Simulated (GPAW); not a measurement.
A self-consistent single point of NaMgF₃ (Pm-3m, 5 atoms in the cell) with GPAW.

Method of the run: PBEsol, GPAW PAW datasets PBEsol (made by gpaw-setup) (plane waves; GPAW 25.7.0).

The change in words: lattice scaled by 0.98. Reference geometry:
```xyz
5
Lattice="4.0200 0.0000 0.0000 0.0000 4.0200 0.0000 0.0000 0.0000 4.0200" Properties=species:S:1:pos:R:3 pbc="T T T"
Na     0.0000     0.0000     0.0000
Mg     2.0100     2.0100     2.0100
F      2.0100     2.0100     0.0000
F      0.0000     2.0100     2.0100
F      2.0100     0.0000     2.0100
```

Reference input (self-consistent single point, DFT PBEsol, plane waves, GPAW PAW datasets PBEsol (made by gpaw-setup)): mode = pw; ecut = 900 eV; xc = PBEsol; kpts = 8 8 8; mesh shift (steps) = 0 0 0; occupations.name = fixed-uniform; nbands = -8; convergence.forces = 0.001 eV/Å; convergence.bands = -6; symmetry.symmorphic = false; symmetry.tolerance = 0.0005; maxiter = 120. This run's input differs from it in these lines:

```diff
@@ -5,10 +5,10 @@
 atoms = Atoms(['Na', 'Mg', 'F', 'F', 'F'],
-              cell=[[4.019980, 0.000000, 0.000000],
-                    [0.000000, 4.019980, 0.000000],
-                    [0.000000, 0.000000, 4.019980]],
+              cell=[[3.939580, 0.000000, 0.000000],
+                    [0.000000, 3.939580, 0.000000],
+                    [0.000000, 0.000000, 3.939580]],
               positions=[[0.000000, 0.000000, 0.000000],
-                         [2.009990, 2.009990, 2.009990],
-                         [2.009990, 2.009990, 0.000000],
-                         [0.000000, 2.009990, 2.009990],
-                         [2.009990, 0.000000, 2.009990]],
+                         [1.969790, 1.969790, 1.969790],
+                         [1.969790, 1.969790, 0.000000],
+                         [0.000000, 1.969790, 1.969790],
+                         [1.969790, 0.000000, 1.969790]],
               pbc=True)
```

Log, with long lists cut:

```
     iter     time        total  log10-change:
                         energy   eigst   dens  force
iter:   1 --:--:--   -26.378952   +0.05
iter:   2 --:--:--   -26.046489   -0.99  -1.22
iter:   3 --:--:--   -25.075007   -0.69  -1.27
iter:   4 --:--:--   -25.138751   -0.86  -1.51
iter:   5 --:--:--   -25.058255   -1.23  -1.66
iter:   6 --:--:--   -25.040480   -2.02  -2.22
iter:   7 --:--:--   -25.043740c  -3.13  -2.53
iter:   8 --:--:--   -25.035607c  -2.88  -2.42
iter:   9 --:--:--   -25.035295c  -3.98  -3.12
iter:  10 --:--:--   -25.035294c  -5.63  -3.44
iter:  11 --:--:--   -25.035225c  -4.92  -3.51
iter:  12 --:--:--   -25.035224c  -5.77  -4.24c
iter:  13 --:--:--   -25.035223c  -7.61c -4.78c
iter:  14 --:--:--   -25.035224c  -7.02  -4.87c
iter:  15 --:--:--   -25.035223c  -6.94  -4.62c
iter:  16 --:--:--   -25.035223c  -8.44c -5.58c -26.11c
Converged after 16 iterations.

Dipole moment: (-0.000000, -0.000000, -0.000000) |e|*Ang

Energy contributions relative to reference atoms: (reference = -17963.707287)

Kinetic:        +23.430073
Potential:      -22.420684
External:        +0.000000
XC:             -26.027524
Entropy (-ST):   +0.000000
Local:           -0.017088
SIC:             +0.000000
--------------------------
Free energy:    -25.035223
Extrapolated:   -25.035223

Showing only first 2 kpts
 Kpt  Band  Eigenvalues  Occupancy
  0    17     -1.29604    2.00000
  0    18     -1.29604    2.00000
  0    19      5.01804    0.00000
  0    20     12.45322    0.00000

  1    17     -1.32132    2.00000
  1    18     -1.32132    2.00000
  1    19      5.28611    0.00000
  1    20     11.85410    0.00000

Fermi level: 2.08220

Gap: 5.872 eV
Transition (v -> c):
   [... lines left out ...]
Direct gap: 6.314 eV
   [... lines left out ...]
Energy (eV): -25.035223

Forces in eV/Ang:
  0 Na    0.00000    0.00000    0.00000
  1 Mg    0.00000    0.00000    0.00000
  2 F     0.00000   -0.00000    0.00000
  3 F     0.00000    0.00000    0.00000
  4 F     0.00000    0.00000    0.00000

Stress tensor:
     0.017665    -0.000000     0.000000
    -0.000000     0.017665     0.000000
     0.000000     0.000000     0.017665
Stress (GPa, Voigt): [ 2.8303  2.8303  2.8303  0.      0.     -0.    ]
```

The run converged in 16 iterations. GPAW prints stress with tension positive. Against the reference run the free energy goes down by 15.3 meV/atom and the gap on the mesh goes from 5.607 to 5.872 eV.

At such cutoffs GPAW's stress carries a finite-basis (Pulay) error, which enters relaxed cells too; its log prints stress with tension positive.

The starting cell comes from a database of computed structures (which also holds hypothetical and non-ambient phases and stackings), without a prior relaxation at this level. Its lattice was rescaled by a random factor within 2.5 % of one. For this run, on top of that: lattice scaled by 0.98.

Cost on one core of a shared machine: roughly 60 s.
